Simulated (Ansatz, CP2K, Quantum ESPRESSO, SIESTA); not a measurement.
## PbO2 (P4_2/mnm, 6 atoms in the cell) computed with different codes at matched settings

Relaxation of cell and atoms.

```xyz
6
Lattice="4.9485 0.0000 0.0000 0.0000 4.9485 0.0000 0.0000 0.0000 3.3773" Properties=species:S:1:pos:R:3 pbc="T T T"
Pb     0.0000     0.0000     0.0000
Pb     2.4743     2.4743     1.6886
O      1.5213     1.5213     0.0000
O      3.4272     3.4272     0.0000
O      0.9529     3.9956     1.6886
O      3.9956     0.9529     1.6886
```

Shared settings, as Ansatz (a first-principles code) writes them: kpoints.mp_grid.grid = 6 6 9; scf.occupations.method = gaussian; scf.occupations.width = 0.1 eV. Potentials and cutoffs stand in the table.

| code | model | final volume (Å³/atom) | cutoff |
|---|---|---|---|
| CP2K | PBE, GPW, DZVP-MOLOPT-SR-GTH basis, GTH-PBE potentials (GTH_POTENTIALS) | 14.87 | grid 450 Ry |
| Ansatz | PBE, PAW files | 14.82 | default |
| Quantum ESPRESSO | PBE, GBRV 1.5 ultrasoft (PBE) pseudopotentials | 14.75 | 40 Ry |
| SIESTA | GGA PBE, numerical atomic orbitals DZP, PseudoDojo PBE standard norm-conserving potentials (rewritten from UPF to PSML) | 15.18 | grid 300 Ry |

On Ansatz's run: spin-orbit coupling is off.

The spread over the programs that give each value: final volume within 0.43 Å³/atom.

CP2K and SIESTA use small atom-centred bases, whose incompleteness enters pressures, forces and empty levels differently from a plane-wave cutoff. The programs treat the finite-basis stress differently while the cell relaxes: Ansatz adds an estimate of it.

The starting cell comes from a database of computed structures (which also holds hypothetical and non-ambient phases and stackings), without a prior relaxation at this level. Its lattice was rescaled by a random factor within 2.5 % of one.

Keys are those of Ansatz 0.2.
